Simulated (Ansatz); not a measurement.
InP under load (space group I-4m2), r2SCAN with spin-orbit coupling, rigid bands (Ansatz, a first-principles code). Condition of this run: biaxial stress xx = yy = 2 GPa (compression positive) (the target of the relaxation). Band gap 1.03 eV, N_c = 6.43e17 cm⁻³ and N_v = 1.07e19 cm⁻³ at 300 K, conductivity masses along y (a = (0.00, 2.89, 3.02) Å; b = (2.89, 0.00, 3.02) Å; c = (2.89, 2.89, 0.00) Å) of 0.0877 mₑ (electrons) and 0.388 mₑ (holes). Take k_BT = 0.02585 eV.

### Question
A film of it is 5 nm thick, with its normal along the direction named. Estimate the confinement energies in an infinite well.

### Answer
ħ²π²/(2m t²) = 0.376 eV·nm²/(m/mₑ × t²) gives 172 meV for electrons and 38.8 meV for holes, so the gap would widen to about 1.24 eV. Finite barriers and nonparabolic bands lower this, and with several valleys or bands the heaviest mass along the normal sets the lowest level, not this average.

### Question
Find the intrinsic carrier density and the intrinsic Fermi level.

### Answer
n_i = √(N_c N_v) exp(−E_g/2k_BT) = 2.62e18 × exp(−19.92) = 5.9e9 cm⁻³. The level lies (k_BT/2) ln(N_v/N_c) = 36 meV from mid-gap (positive towards the conduction band). Each 0.1 eV added to the gap lowers n_i by a factor of 6.9.

### Question
What thermal injection velocity √(2k_BT/πm) limits a ballistic channel along the direction named?

### Answer
1.82e7 cm/s for electrons and 8.64e6 cm/s for holes, a ratio of √(m_h/m_e) = 2.10, for dilute carriers.

Rigid bands with the computed gap; masses take one relaxation time for all states.
